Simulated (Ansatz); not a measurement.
Results of r²SCAN (plane waves, PAW; Ansatz, an electronic-structure program) for BBi (model structure, started from the CsCl type, Pm-3m, No. 221, 2 atoms in the cell).

Run with plane-wave cutoff 560 eV, 16×16×16 k mesh, Fermi–Dirac smearing 0.05 eV, scalar-relativistic PAW data made under PBE.

Cell (relaxed at this level):

```cif
data_BBi
_chemical_formula_sum 'B1 Bi1'
_space_group_name_H-M_alt 'Pm-3m'
_space_group_IT_number 221
_space_group_name_Hall '-P 4 2 3'
_cell_length_a 3.35569
_cell_length_b 3.35569
_cell_length_c 3.35569
_cell_angle_alpha 90.000
_cell_angle_beta 90.000
_cell_angle_gamma 90.000
loop_
_atom_site_label
_atom_site_type_symbol
_atom_site_symmetry_multiplicity
_atom_site_Wyckoff_symbol
_atom_site_fract_x
_atom_site_fract_y
_atom_site_fract_z
_atom_site_occupancy
B1 B 1 a 0.00000 0.00000 0.00000 1
Bi1 Bi 1 b 0.50000 0.50000 0.50000 1
```

Problem. Predict the bulk modulus B0.

Solution. 
* **bulk modulus B0**: 75.2 GPa

The run finds no gap.

Note: the bulk modulus is −V dP/dV from two relaxed cells at ±2 % in volume; the relaxation could raise the start's symmetry but not lower it, so the cell can be a saddle point.

Spin–orbit coupling is not included; it can open a gap where bands touch, and shift volumes and moduli.

Static lattice: no zero-point or thermal effects.

It cost very roughly 70 core-seconds of CPU time.

A model structure was made by putting elements into a prototype or built by hand; it is no filed structure, need not be a known phase, and can be a saddle point held by its symmetry.
